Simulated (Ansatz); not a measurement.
Density of states of Ir (Fm-3m) near the Fermi level, PBEsol, rigid bands (Ansatz, a quantum-chemistry and plane-wave program).

```
E − E_F (eV) | states/eV/cell
    -1.95 | ###################### 1.10
    -1.85 | ####################### 1.15
    -1.75 | ############################ 1.43
    -1.65 | ######################### 1.25
    -1.55 | ##################### 1.09
    -1.45 | ################### 0.98
    -1.35 | ################# 0.89
    -1.25 | ################# 0.87
    -1.15 | ################### 0.97
    -1.05 | ################## 0.92
    -0.95 | ################# 0.89
    -0.85 | ################# 0.86
    -0.75 | ################# 0.84
    -0.65 | ################ 0.83
    -0.55 | ################ 0.83
    -0.45 | ################ 0.83
    -0.35 | ################ 0.83
    -0.25 | ################ 0.84
    -0.15 | ################# 0.85
    -0.05 | ################# 0.87
     0.05 | ################## 0.90
     0.15 | ################## 0.93
     0.25 | ################### 0.98
     0.35 | #################### 1.04
     0.45 | ###################### 1.14
     0.55 | ########################## 1.34
     0.65 | ############################# 1.50
     0.75 | ############################## 1.52
     0.85 | ############################## 1.53
     0.95 | ############################ 1.42
     1.05 | ###################### 1.15
     1.15 | ################### 0.96
     1.25 | ############### 0.79
     1.35 | ############# 0.68
     1.45 | ############ 0.62
     1.55 | ####### 0.37
     1.65 | ##### 0.26
     1.75 | ##### 0.26
     1.85 | ##### 0.26
```

Q: With 1 atom a cell, what bare Sommerfeld coefficient γ = (π²/3) k_B² N(E_F) follows?

A: N(E_F) ≈ 0.88 states/eV a cell at 300 K, so γ ≈ 2.1 mJ/(mol of atoms·K²), before electron-phonon enhancement.

Q: How far does the Fermi level move in a rigid band for 0.1 electron a cell added or removed?

A: 111 meV and -115 meV.

A metal at this level (no band gap); rigid bands, thermally averaged at 300 K, both spins. Spin-orbit coupling is left out, which matters with elements this heavy. Geometry: cell and atoms relaxed with PBEsol.
